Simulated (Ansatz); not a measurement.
The parent structure is Si in the diamond structure (space group Fd-3m, No. 227; a = 5.444 Å).

Computed with r2SCAN/PAW in Ansatz (a program for electronic structure), no SOC.

Base values:

| Property | Result |
|---|---|
| Gap between the host's bands | 0.77 eV |
| Gap character | indirect, Γ → a point along ⟨100⟩, about 1.0 Å⁻¹ from Γ |

One thing is altered: electron doping at 2.0×10^21 cm⁻³ (0.0807 per cell), with a uniform compensating background at fixed cell and a 300 K Fermi–Dirac width.

Q: How does this affect the Fermi level from band edge?

A: The Fermi level relative to the doped band's edge (positive inside the band; to 0.05 eV) is +0.40 eV.

Q: How does this affect the gap between the host's bands?

A: The gap between the host's bands falls by 0.02 eV, from 0.77 eV to 0.75 eV.

Q: How does this affect the gap character?

A: The gap character remains indirect, Γ → a point along ⟨100⟩, about 1.0 Å⁻¹ from Γ.

Carriers are added with a uniform compensating background; total energy and stress of such cells depend on the potential's zero and are not compared; many-body gap narrowing is missing at this level. Stability against distortions was not tested.
